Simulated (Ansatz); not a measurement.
Consider PtS2 in the CdI2 type structure (space group P-3m1, No. 164; a = 3.584 Å, c = 4.656 Å; layered, stacked along the Cartesian z axis).

Computed with plane-wave PAW DFT at the PBE-D3(BJ) level (Ansatz, a program for electronic structure, 420 eV), without spin-orbit coupling.

Free-standing slabs (3 atom(s) a layer) normal to the stacking axis with 15 Å of vacuum; in-plane cell relaxed.

One change was made to it. Results:

```csv
quantity,base,after
excess energy per area of both faces (slab less bulk energy over the cell's area: twice a surface energy) (uncertain by up to 0.2 J/m²),–,0.6 J/m²
shortest interatomic distance,2.395 Å,2.387 Å
in-plane lattice parameter a,3.584 Å,3.572 Å
```

Task: Which of these changes matches the shifts?
A. 4 layers
B. 1 layer
C. 2 layers

Result: A, 4 layers. For comparison, the in-plane lattice parameter a in the other runs: 1 layer gives 3.542 Å; 2 layers gives 3.560 Å.

The excess energy carries the mismatch between the slab's and the bulk's meshes. No phonon test of stability was made. The final runs are not spin-polarised.
